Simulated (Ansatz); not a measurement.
We consider SiC2N4 (model structure, Fd-3m, No. 227, 14 atoms in the cell), described by r²SCAN in Ansatz (plane waves, PAW).

Run with plane-wave cutoff 560 eV, 8×8×8 k mesh, Fermi–Dirac smearing 0.01 eV, scalar-relativistic PAW data made under PBE.

Cell (relaxed with PBEsol):

```cif
data_C4N8Si2
_chemical_formula_sum 'C4 Si2 N8'
_space_group_name_H-M_alt 'P 1'
_space_group_IT_number 1
_cell_length_a 5.09084
_cell_length_b 5.09084
_cell_length_c 5.09084
_cell_angle_alpha 60.000
_cell_angle_beta 60.000
_cell_angle_gamma 60.000
loop_
_space_group_symop_operation_xyz
  'x, y, z'
loop_
_atom_site_label
_atom_site_type_symbol
_atom_site_fract_x
_atom_site_fract_y
_atom_site_fract_z
_atom_site_occupancy
C1 C 0.12500 0.12500 0.12500 1
C2 C 0.62500 0.12500 0.12500 1
C3 C 0.12500 0.62500 0.12500 1
C4 C 0.12500 0.12500 0.62500 1
Si1 Si 0.75000 0.75000 0.75000 1
Si2 Si 0.50000 0.50000 0.50000 1
N1 N 0.36114 0.36114 0.36114 1
N2 N 0.91659 0.36114 0.36114 1
N3 N 0.36114 0.91659 0.36114 1
N4 N 0.36114 0.36114 0.91659 1
N5 N 0.88886 0.88886 0.88886 1
N6 N 0.33341 0.88886 0.88886 1
N7 N 0.88886 0.33341 0.88886 1
N8 N 0.88886 0.88886 0.33341 1
```

Problem. Give the computed band gap.

Solution. 
* **band gap**: 0.12 eV (direct)

Note: the relaxation could raise the start's symmetry but not lower it, so the cell can be a saddle point; cell and atoms aren't relaxed at this level (largest force component 0.23 eV/Å, pressure 2.8 GPa).

The computed numbers hold no vibrational or temperature effects.

The result took roughly 30 core-seconds.

A model structure was made by putting elements into a prototype or built by hand; it is no filed structure, need not be a known phase, and can be a saddle point held by its symmetry.

Ansatz is an electronic-structure program.
